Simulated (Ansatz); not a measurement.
Results of r²SCAN+rVV10 in Ansatz (plane waves, PAW) for LiH (model structure, started from the CsCl type, Pm-3m, No. 221, 2 atoms in the cell).

Run with plane-wave cutoff 560 eV, 14×14×14 k mesh, Fermi–Dirac smearing 0.01 eV, scalar-relativistic PAW data made under PBE.

Cell (relaxed at this level):

Space group Pm-3m (No. 221); a = 2.4970 Å, b = 2.4970 Å, c = 2.4970 Å, α = 90.00°, β = 90.00°, γ = 90.00°

```
atom  site  symmetry       x       y       z
----  ----  --------  ------  ------  ------
Li      1a      m-3m  0.0000  0.0000  0.0000
H       1b      m-3m  0.5000  0.5000  0.5000
```

Q: Estimate the band gap, smallest direct gap on the k points sampled and Γ–Γ gap that the calculation returns.

A: 
- band gap: 1.08 eV (indirect)
- smallest direct gap on the k points sampled: 4.89 eV
- Γ–Γ gap: 22.19 eV

Note: the relaxation could raise the start's symmetry but not lower it, so the cell can be a saddle point.

A model structure was made by putting elements into a prototype or built by hand; it is no filed structure, need not be a known phase, and can be a saddle point held by its symmetry.

Ansatz is a first-principles code.
